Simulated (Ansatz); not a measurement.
The reference is CoSi2 (space group Fm-3m, No. 225; a = 5.3155 Å; not spin-polarised; relaxed with 0.1 eV smearing).

Calculations: r2SCAN (Ansatz, a quantum-chemistry and plane-wave program), no SOC.

Before the change:

```
Property   Result
--------  -------
Pressure  0.0 GPa
```

Modification: every lattice vector is shortened by 0.82 %, atoms relaxed at fixed cell.

Question: Predict the new pressure and energy relative to the base.

Answer: The pressure goes from zero to 5.1 GPa; the energy grows by 4.8 meV/atom.

The cells carry an imposed strain or load. No phonon test of stability was made. Seeded moments were not kept for the base. All final runs are without spin polarisation. An odd electron count without spin: CoSi2.
